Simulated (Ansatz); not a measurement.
# Hypothetical zinc blende BiB, thickness series

Base system: BiB in the zinc blende structure (space group F-43m, No. 216; a hypothetical phase, not in the database extracts checked).

```yaml
crystal:
  lattice:
    - [0.00000, 2.72781, 2.72781]
    - [2.72781, 0.00000, 2.72781]
    - [2.72781, 2.72781, 0.00000]
  atoms:
    - { symbol: Bi, position: [0.75000, 0.75000, 0.75000] }
    - { symbol: B, position: [0.00000, 0.00000, 0.00000] }
```

Cartesian axes are those of the cell as printed.

Free-standing slabs (2 atom(s) a layer) normal to [110] with 15 Å of vacuum; in-plane cell held at bulk.

The values are results of plane-wave PAW DFT at the PBEsol level (Ansatz, a quantum-chemistry and plane-wave program, 420 eV), no spin-orbit coupling, not measurements.

### Question
Only one of these keeps a band gap. Which?
A. 3 layers
B. 6 layers
C. 2 layers
D. 4 layers

### Answer
C, 2 layers. Computed: 6 layers: zero; 2 layers: 0.48 eV; 3 layers: zero; 4 layers: zero

Spin-orbit coupling, missing from the scalar runs, can matter with Bi. Whether these cells are dynamically stable was not tested. The final runs are not spin-polarised. The zero or small gap of BiB can change with the level of theory.
